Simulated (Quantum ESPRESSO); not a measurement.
Worked example: self-consistent single point of Mg4Se3S (R3m, 8 atoms in the cell) in Quantum ESPRESSO.

Method: PBEsol-D3(BJ), GBRV 1.5 ultrasoft (PBESOL) pseudopotentials (plane waves; Quantum ESPRESSO).

```xyz
8
Lattice="2.0961 1.2102 13.6927 -2.0961 1.2102 13.6927 0.0000 -2.4204 13.6927" Properties=species:S:1:pos:R:3 pbc="T T T"
Mg     0.0000     0.0000     0.0823
Mg     0.0000     0.0000    10.2799
Mg     0.0000     0.0000    20.5290
Mg     0.0000     0.0000    30.7215
Se     0.0000     0.0000    38.5546
Se     0.0000     0.0000     7.7035
Se     0.0000     0.0000    17.9391
S      0.0000     0.0000    28.2338
```

Reference input (self-consistent single point, DFT, PBEsol, plane waves, GBRV 1.5 ultrasoft (PBESOL) pseudopotentials): ecutwfc = 40 Ry; ecutrho = 200 Ry; occupations = fixed; potentials = {Mg: mg_pbesol_v1.4.uspp.F.UPF, Se: se_pbesol_v1.uspp.F.UPF, S: s_pbesol_v1.4.uspp.F.UPF}; K_POINTS = automatic 4 4 4 0 0 0; nbnd = 36; conv_thr = 1e-09 Ry; mixing_beta = 0.7. This run's input differs from it in these lines:

```diff
@@ -17,2 +17,5 @@
     nbnd = 36
+    vdw_corr = 'grimme-d3'
+    dftd3_version = 4
+    dftd3_threebody = .false.
 /
```

Output, abridged:

```
     Self-consistent Calculation

     iteration #  1     ecut=    40.00 Ry     beta= 0.70

     total energy              =    -655.03243676 Ry
     estimated scf accuracy    <       0.67408805 Ry

     iteration #  2     ecut=    40.00 Ry     beta= 0.70

     total energy              =    -655.24093549 Ry
     estimated scf accuracy    <       0.13774463 Ry

     iteration #  3     ecut=    40.00 Ry     beta= 0.70

     total energy              =    -655.26381145 Ry
     estimated scf accuracy    <       0.00442777 Ry

   [... 6 blocks of this kind left out ...]

     iteration # 10     ecut=    40.00 Ry     beta= 0.70

     total energy              =    -655.26489493 Ry
     estimated scf accuracy    <       0.00000001 Ry

     iteration # 11     ecut=    40.00 Ry     beta= 0.70
     End of self-consistent calculation

     highest occupied, lowest unoccupied level (ev):     2.8033    5.2438

!    total energy              =    -655.26489494 Ry
     estimated scf accuracy    <          9.9E-10 Ry

     DFT-D3 Dispersion         =      -0.14385105 Ry

     convergence has been achieved in  11 iterations

     Forces acting on atoms (cartesian axes, Ry/au):

     atom    1 type  1   force =     0.00000000    0.00000000    0.00276910
     atom    2 type  1   force =    -0.00000000    0.00000000    0.00277123
     atom    3 type  1   force =     0.00000000    0.00000000   -0.00267326
     atom    4 type  1   force =     0.00000000    0.00000000   -0.00241991
     atom    5 type  2   force =     0.00000000    0.00000000    0.00293744
     atom    6 type  2   force =     0.00000000    0.00000000    0.00007875
   [... lines left out ...]

     Total force =     0.006730     Total SCF correction =     0.000065

          total   stress  (Ry/bohr**3)                   (kbar)     P=      -29.43
  -0.00019739   0.00000000   0.00000000          -29.04        0.00        0.00
   0.00000000  -0.00019739  -0.00000000            0.00      -29.04       -0.00
   0.00000000  -0.00000000  -0.00020541            0.00       -0.00      -30.22

   JOB DONE.
```

The run converged in 11 iterations. Against the reference run the pressure goes from -1.45 to -2.94 GPa, the largest force moves little (0.077 to 0.076 eV/Å) and the gap on the mesh stays at 2.441 eV.

The starting cell comes from a database of computed structures (which also holds hypothetical and non-ambient phases and stackings), without a prior relaxation at this level.

Cost on one core of a shared machine: roughly 20 min.
